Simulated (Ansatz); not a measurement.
The parent structure is ZnCu2SnSe4 (space group I-4, No. 82; a = 5.6992 Å, c = 11.3825 Å).

Level of theory: r2SCAN in Ansatz (plane waves to 500 eV, PAW, no spin-orbit coupling).

For the base:

- Volume per atom: 23.11 Å³

It is then changed as follows: a hydrostatic pressure of 0.3 GPa.

**Question.** What does the calculation give for the volume per atom after the change?

**Answer.** The volume per atom falls by 0.11 Å³ to 23.00 Å³.

Load acts through the strain it causes; cell and atoms are relaxed under it. Whether these cells are dynamically stable was not tested. All final runs are without spin polarisation.

Ansatz is a program for electronic structure.
